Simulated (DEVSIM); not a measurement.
System: abrupt Si p-n junction, at 300 K.

```tsv
layer (left to right)	material	thickness (μm)	Nd (cm⁻³)	Na (cm⁻³)	τn (s)	τp (s)
1	Si	4.00	-	4.4e15	2.5e-5	2.5e-5
2	Si	4.70	2.3e15	-	2.5e-5	2.5e-5
```

Left contact: ohmic. Right contact: ohmic. Voltage is applied to the left contact. Recombination: SRH at mid-gap. Mobility is μmin + (μ − μmin)/(1 + (N/Nref)^α).

This is a model device: material constants are rounded textbook-type values typed into the input, and sizes, dopings and lifetimes were drawn at random. Values at 300 K.

```tsv
parameter	Si
gap (eV)	1.124
affinity (eV)	4.05
permittivity	11.7
Nc (cm⁻³)	2.86e19
Nv (cm⁻³)	3.1e19
μn (cm²/Vs)	1417
μp (cm²/Vs)	470
μn,min	52
μp,min	45
Nref,n	9.7e16
Nref,p	2.2e17
αn	0.68
αp	0.72
```

Simulated with DEVSIM: 1D drift-diffusion, Boltzmann statistics, complete ionisation; no tunnelling, impact ionisation, image-force lowering or self-heating.

### Question
Tabulate band edges, carrier densities and field at -20.0 V on the left contact.

### Answer
Energies count from the Fermi level of the right contact; mesh points crowd at the junctions.

```json
[
 {"x (μm)": "0.000", "Ec (eV)": "20.895", "Ev (eV)": "19.771", "n (cm⁻³)": "26000", "p (cm⁻³)": "4.4e15", "field (V/cm)": "≈ 0"},
 {"x (μm)": "0.02798", "Ec (eV)": "20.895", "Ev (eV)": "19.771", "n (cm⁻³)": "26000", "p (cm⁻³)": "4.4e15", "field (V/cm)": "≈ 0"},
 {"x (μm)": "0.09281", "Ec (eV)": "20.895", "Ev (eV)": "19.771", "n (cm⁻³)": "25000", "p (cm⁻³)": "4.4e15", "field (V/cm)": "≈ 0"},
 {"x (μm)": "0.2277", "Ec (eV)": "20.895", "Ev (eV)": "19.771", "n (cm⁻³)": "24000", "p (cm⁻³)": "4.4e15", "field (V/cm)": "≈ 0"},
 {"x (μm)": "0.6946", "Ec (eV)": "20.895", "Ev (eV)": "19.771", "n (cm⁻³)": "19000", "p (cm⁻³)": "4.4e15", "field (V/cm)": "≈ 0"},
 {"x (μm)": "1.586", "Ec (eV)": "20.895", "Ev (eV)": "19.771", "n (cm⁻³)": "10000", "p (cm⁻³)": "4.4e15", "field (V/cm)": "≈ 0"},
 {"x (μm)": "2.826", "Ec (eV)": "20.626", "Ev (eV)": "19.502", "n (cm⁻³)": "140", "p (cm⁻³)": "1.3e11", "field (V/cm)": "-18000"},
 {"x (μm)": "3.604", "Ec (eV)": "17.145", "Ev (eV)": "16.021", "n (cm⁻³)": "220", "p (cm⁻³)": "2000", "field (V/cm)": "-71000"},
 {"x (μm)": "3.837", "Ec (eV)": "15.306", "Ev (eV)": "14.182", "n (cm⁻³)": "220", "p (cm⁻³)": "1500", "field (V/cm)": "-87000"},
 {"x (μm)": "3.937", "Ec (eV)": "14.398", "Ev (eV)": "13.274", "n (cm⁻³)": "230", "p (cm⁻³)": "1300", "field (V/cm)": "-94000"},
 {"x (μm)": "3.985", "Ec (eV)": "13.937", "Ev (eV)": "12.813", "n (cm⁻³)": "230", "p (cm⁻³)": "1300", "field (V/cm)": "-97000"},
 {"x (μm)": "4.018", "Ec (eV)": "13.614", "Ev (eV)": "12.490", "n (cm⁻³)": "220", "p (cm⁻³)": "1200", "field (V/cm)": "-97000"},
 {"x (μm)": "4.068", "Ec (eV)": "13.138", "Ev (eV)": "12.014", "n (cm⁻³)": "240", "p (cm⁻³)": "1200", "field (V/cm)": "-96000"},
 {"x (μm)": "4.182", "Ec (eV)": "12.067", "Ev (eV)": "10.943", "n (cm⁻³)": "270", "p (cm⁻³)": "1200", "field (V/cm)": "-92000"},
 {"x (μm)": "4.566", "Ec (eV)": "8.815", "Ev (eV)": "7.691", "n (cm⁻³)": "400", "p (cm⁻³)": "1200", "field (V/cm)": "-78000"},
 {"x (μm)": "5.247", "Ec (eV)": "4.329", "Ev (eV)": "3.205", "n (cm⁻³)": "800", "p (cm⁻³)": "1100", "field (V/cm)": "-54000"},
 {"x (μm)": "6.704", "Ec (eV)": "0.270", "Ev (eV)": "-0.854", "n (cm⁻³)": "8.2e14", "p (cm⁻³)": "1600", "field (V/cm)": "-2800"},
 {"x (μm)": "7.787", "Ec (eV)": "0.244", "Ev (eV)": "-0.880", "n (cm⁻³)": "2.3e15", "p (cm⁻³)": "27000", "field (V/cm)": "≈ 0"},
 {"x (μm)": "8.396", "Ec (eV)": "0.244", "Ev (eV)": "-0.880", "n (cm⁻³)": "2.3e15", "p (cm⁻³)": "43000", "field (V/cm)": "≈ 0"},
 {"x (μm)": "8.578", "Ec (eV)": "0.244", "Ev (eV)": "-0.880", "n (cm⁻³)": "2.3e15", "p (cm⁻³)": "47000", "field (V/cm)": "≈ 0"},
 {"x (μm)": "8.656", "Ec (eV)": "0.244", "Ev (eV)": "-0.880", "n (cm⁻³)": "2.3e15", "p (cm⁻³)": "49000", "field (V/cm)": "≈ 0"},
 {"x (μm)": "8.700", "Ec (eV)": "0.244", "Ev (eV)": "-0.880", "n (cm⁻³)": "2.3e15", "p (cm⁻³)": "51000", "field (V/cm)": "≈ 0"}
]
```
